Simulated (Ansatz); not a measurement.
Base system: GaP in the zinc blende structure (space group F-43m, No. 216).

```
CELL_PARAMETERS angstrom
      0.00000     2.69570     2.69570
      2.69570     0.00000     2.69570
      2.69570     2.69570     0.00000
ATOMIC_POSITIONS crystal
  Ga 0.00000 0.00000 0.00000
  P  0.25000 0.25000 0.25000
```

Cartesian axes are those of the cell as printed.

Method: LDA in Ansatz (plane waves to 420 eV, PAW, no spin-orbit coupling).

For the base:

* **Band gap**: 1.38 eV
* **Valence-band top at Γ**: 0.00, 0.00, 0.00 eV
* **Pressure**: -0.01 GPa

Perturbation: uniaxial strain ε_zz = −2.50 %, all other strain components held at zero, atoms relaxed at fixed cell.

Question: What does the calculation give for the band gap after the change?

Answer: The band gap decreases by 0.29 eV to 1.09 eV.

Question: Predict the new valence-band top at Γ.

Answer: The valence-band top at Γ (three highest levels, from the VBM) becomes 0.00, -0.14, -0.14 eV (base: 0.00, 0.00, 0.00 eV).

Question: What happens to the pressure?

Answer: The pressure (mean of the normal stresses, compression positive) rises by 2.394 GPa (-0.01 GPa → 2.39 GPa).

No phonon test of stability was made.

Ansatz is a first-principles code.
